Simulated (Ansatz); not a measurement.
**A computed series for C: response to strain**

Take C in the diamond structure (space group Fd-3m, No. 227; a = 3.532 Å) as the base. Axes: x, y, z lie along the cube axes.

Strains are applied to the cell and any free atomic positions relax; under biaxial strain the out-of-plane vector relaxes too.

The values are results of LDA (Ansatz, a first-principles code; PAW; 420 eV plane waves; spin-orbit coupling left out), not measurements.

Notes on the quantities. energy relative to the base: free energy F.

```tsv
case	shortest interatomic distance	smallest direct gap	energy relative to the base	band gap
base	1.529 Å	5.62 eV	0 meV/atom	4.17 eV
biaxial strain −2.50 %, plane normal [111], relaxed out of plane	1.497 Å	5.12 eV	+30 meV/atom	4.19 eV
biaxial strain −0.83 %, plane normal [111], relaxed out of plane	1.519 Å	5.47 eV	+3.3 meV/atom	4.19 eV
biaxial strain −0.42 %, plane normal [111], relaxed out of plane	1.524 Å	5.55 eV	+0.9 meV/atom	4.19 eV
biaxial strain +0.42 %, plane normal [111], relaxed out of plane	1.529 Å	5.54 eV	+0.8 meV/atom	4.14 eV
biaxial strain +0.83 %, plane normal [111], relaxed out of plane	1.529 Å	5.47 eV	+3.1 meV/atom	4.11 eV
biaxial strain +1.25 %, plane normal [111], relaxed out of plane	1.529 Å	5.40 eV	+6.9 meV/atom	4.08 eV
biaxial strain +1.67 %, plane normal [111], relaxed out of plane	1.528 Å	(withheld)	(withheld)	(withheld)
biaxial strain +2.08 %, plane normal [111], relaxed out of plane	1.528 Å	5.28 eV	+19 meV/atom	4.03 eV
biaxial strain +2.50 %, plane normal [111], relaxed out of plane	1.528 Å	5.21 eV	+27 meV/atom	4.00 eV
```

Task: What belongs in the blanks?

Result: 
- biaxial strain +1.67 %, plane normal [111], relaxed out of plane, smallest direct gap: 5.34 eV
- biaxial strain +1.67 %, plane normal [111], relaxed out of plane, energy relative to the base: +12 meV/atom
- biaxial strain +1.67 %, plane normal [111], relaxed out of plane, band gap: 4.06 eV

No phonon test of stability was made.
